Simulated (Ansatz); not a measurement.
## PbTe in the zinc blende structure (space group F-43m, No. 216; a hypothetical phase, not in the database extracts checked)

Space group F-43m (No. 216); a = 7.335 Å, b = 7.335 Å, c = 7.335 Å, α = 90.00°, β = 90.00°, γ = 90.00°

```json
[
 {"atom": "Te", "site": "4c", "symmetry": "-43m", "x": "0.2500", "y": "0.2500", "z": "0.2500"},
 {"atom": "Pb", "site": "4a", "symmetry": "-43m", "x": "0.0000", "y": "0.0000", "z": "0.0000"}
]
```
(The calculation used a cell of 2 atoms; values per cell refer to that cell.)

Method: plane-wave PAW DFT at the PBE level (Ansatz, a program for electronic structure, 420 eV), no SOC. k-mesh 8×8×8 (Γ-centred); smearing 0.05 eV (Fermi–Dirac).

```yaml
volume_per_atom: 49.34 Å³
density: 5.63 g/cm³
band_gap: 0.63 eV, indirect, W → X
electron_mass: 2.4 mₑ along k, 0.37 mₑ across
Lowest conduction-band minima above the VBM: X along ⟨100⟩ 0.63 eV; a point along ⟨110⟩, about 0.2 Å⁻¹ from Γ 1.53 eV
total_energy: -9443.404 eV/atom (σ→0; compares only within this code and set-up)
```

Spin-orbit coupling, missing from the scalar runs, can matter with Pb and Te. Effective masses come from finite differences of ±0.01 Å⁻¹. Along k means along the line from Γ to the band edge. Stability against distortions was not tested.
